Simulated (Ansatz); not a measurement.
For GeRh (Pnma, No. 62), LDA (Ansatz, a first-principles code, PAW) gives:

- bulk modulus B0 = 174 GPa
- cohesive energy = 6.68 eV/atom

Question: What does r²SCAN (Ansatz, PAW) give for the same quantities?

Answer: 
- bulk modulus: 159 GPa (falls by 8.6 %)
- cohesive energy: 5.21 eV/atom (shrinks by 1.47 eV/atom)

Changes are worked out from the printed values.

Unless a cell is named, each level is at its own relaxed cell (LDA 14.54, r²SCAN 15.10 Å³/atom).

The crystal itself was run without spin with LDA, r²SCAN; a magnetic state was not tried in these runs.

Caveats: the bulk modulus is −V dP/dV from two relaxed cells at ±2 % in volume (LDA, r²SCAN). Ansatz's density-functional and Hartree–Fock values are scalar-relativistic unless marked +SOC, with PAW data made under PBE.
